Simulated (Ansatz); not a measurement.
Base system: BaTe in the rock salt structure (space group Fm-3m, No. 225).

```
BaTe
1.0
    0.00000     3.47069     3.47069
    3.47069     0.00000     3.47069
    3.47069     3.47069     0.00000
Ba Te
1 1
Direct
  0.00000   0.00000   0.00000
  0.50000   0.50000   0.50000
```

Cartesian axes are those of the cell as printed.

The values are results of Kohn–Sham DFT with the PBEsol functional, run in Ansatz (an electronic-structure program) with PAW and 420 eV plane waves, without spin-orbit coupling, not measurements.

Strains are applied to the cell and any free atomic positions relax; under biaxial strain the out-of-plane vector relaxes too.

One change was made to it. Results:

```tsv
quantity	base	after
band gap	1.46 eV	1.42 eV
smallest direct gap	1.82 eV	1.78 eV
```

Which of these changes matches the shifts?
A. biaxial strain −2.08 %, plane normal [111], relaxed out of plane
B. biaxial strain −0.83 %, plane normal [111], relaxed out of plane
C. biaxial strain −1.67 %, plane normal [111], relaxed out of plane
D. biaxial strain −2.50 %, plane normal [111], relaxed out of plane

B, biaxial strain −0.83 %, plane normal [111], relaxed out of plane. For comparison, the band gap in the other runs: biaxial strain −2.50 %, plane normal [111], relaxed out of plane gives 1.34 eV; biaxial strain −2.08 %, plane normal [111], relaxed out of plane gives 1.36 eV; biaxial strain −1.67 %, plane normal [111], relaxed out of plane gives 1.38 eV.

With Te present, leaving out spin-orbit coupling can change the band edges. Stability against distortions was not tested.
